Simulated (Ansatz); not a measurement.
## Hf under a change: biaxial strain +2.00 %, plane normal [001], relaxed out of plane

The reference is Hf in the hcp (Mg type) structure (space group P6_3/mmc, No. 194; a = 3.204 Å, c = 5.073 Å; relaxed with 0.1 eV smearing). Axes: x lies along a and z along c of the hexagonal cell.

It is then changed as follows: tensile biaxial strain of 2.00 % in the plane normal to [001], as in epitaxy on a mismatched substrate; the out-of-plane cell vector and the atoms relax.

All numbers come from PBE, PAW, 420 eV (Ansatz, a first-principles code; spin-orbit coupling left out). Settings: 21×21×12 k-points, 0.1 eV Fermi–Dirac smearing.

The volume per atom grows by 0.596 Å³ (22.55 Å³ → 23.14 Å³) and the space group is still P6_3/mmc (No. 194). The shortest interatomic distance drops by 0.005 Å to 3.134 Å and the pressure (mean of the normal stresses, compression positive) goes from zero to -2.5 GPa. The band gap is still zero and the out-of-plane strain comes out as -1.34 %. The mean in-plane stress (compression positive) comes out as -3.8 GPa.

Final structure (turned so that z lies along the plane normal):

```
CELL_PARAMETERS angstrom
      3.26808     0.00000     0.00000
      1.63404     2.83024     0.00000
      0.00000     0.00000     5.00456
ATOMIC_POSITIONS crystal
  Hf 0.66667 0.66667 0.75000
  Hf 0.33333 0.33333 0.25000
```

Cost of the whole job for the changed cell (relaxation, final SCF and bands): roughly 80 core-seconds.

Whether these cells are dynamically stable was not tested. The final runs are not spin-polarised.
